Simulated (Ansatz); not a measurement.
Consider InP (space group P4_2/mnm, No. 136; a = 7.277 Å, c = 4.216 Å; a hypothetical phase, not in the database extracts checked).

(Cell as relaxed with PBE.)

Levels (all Ansatz, an electronic-structure program, PAW): PBE (420 eV, scalar-relativistic without spin-orbit coupling); PBEsol (420 eV, no spin-orbit coupling).

Each level relaxes its own structure.

```
base                      PBE    PBEsol
-------------------  --------  --------
volume per atom      27.90 Å³  26.79 Å³
lattice parameter a   7.277 Å   7.175 Å
band gap              0.58 eV   0.71 eV
```

The change: holes 2.0×10^21 cm⁻³, on a uniform background at fixed cell.

| quantity | PBE | PBEsol |
|---|---|---|
| gap between the host's bands | 0.61 eV | … |
| Fermi level relative to the doped band's edge (positive inside the band; to 0.05 eV) | +0.30 eV | … |
| gap character | direct at Γ | … |

Problem. Given the PBE results, estimate those of PBEsol.

Solution. 
- gap between the host's bands, PBEsol: 0.75 eV
- Fermi level relative to the doped band's edge (positive inside the band; to 0.05 eV), PBEsol: +0.35 eV
- gap character, PBEsol: direct at Γ

PBE's gap between the host's bands lies 0.14 eV below PBEsol's; the two agree on the gap character. Neither level is exact; PBEsol is the comparison here, not a measurement.

Carriers are added with a uniform compensating background; total energy and stress of such cells depend on the potential's zero and are not compared; many-body gap narrowing is missing at this level. Semilocal Kohn–Sham gaps tend to fall short of experiment. Stability against distortions was not tested.
